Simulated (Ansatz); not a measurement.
Consider the following.

```
CELL_PARAMETERS angstrom
      0.00000     3.01887     3.01887
      3.01887     0.00000     3.01887
      3.01887     3.01887     0.00000
ATOMIC_POSITIONS crystal
  Cu 0.00000 0.00000 0.00000
  I  0.25000 0.25000 0.25000
```

No spin polarisation.

Calculations: plane-wave PAW DFT at the LDA level (Ansatz, a quantum-chemistry and plane-wave program, 420 eV), without spin-orbit coupling. Γ-centred 10×10×10 mesh, Fermi–Dirac width 0.05 eV.

Problem. Predict the band gap and pressure.

Solution. 
```json
{
 "band_gap": "0.97 eV",
 "pressure": "-4.01 GPa"
}
```

With I present, leaving out spin-orbit coupling can change the band edges. The cells carry an imposed strain or load. No phonon test of stability was made. The final runs are not spin-polarised. The cell was made from CuI in the zinc blende structure (space group F-43m, No. 216) by this change: isotropic strain +3.00 %.
